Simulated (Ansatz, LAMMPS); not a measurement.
# InP (model structure, from the NiAs type, P6₃/mmc, No. 194): c axis length by level of theory

No measured value is used here.

| level (code) | value (Å) |
|---|---|
| SNAP InP_JCPA2020.snap (LAMMPS) | 6.252 |
| LDA (Ansatz) | 6.507 |
| PBE (Ansatz) | 6.635 |
| PBEsol (Ansatz) | 6.555 |
| PBE-D3(BJ) (Ansatz) | 6.565 |
| r²SCAN (Ansatz) | 6.552 |
| r²SCAN+rVV10 (Ansatz) | 6.536 |

Cutoffs differ between the levels. Ansatz's density-functional and Hartree–Fock values are scalar-relativistic unless marked +SOC, with PAW data made under PBE.

Machine-learned potentials (SNAP InP_JCPA2020.snap) are trained on DFT data, which may include these solids.

A model structure was made by putting elements into a prototype or built by hand; it is no filed structure, need not be a known phase, and can be a saddle point held by its symmetry.

Ansatz is a quantum-chemistry and plane-wave program.
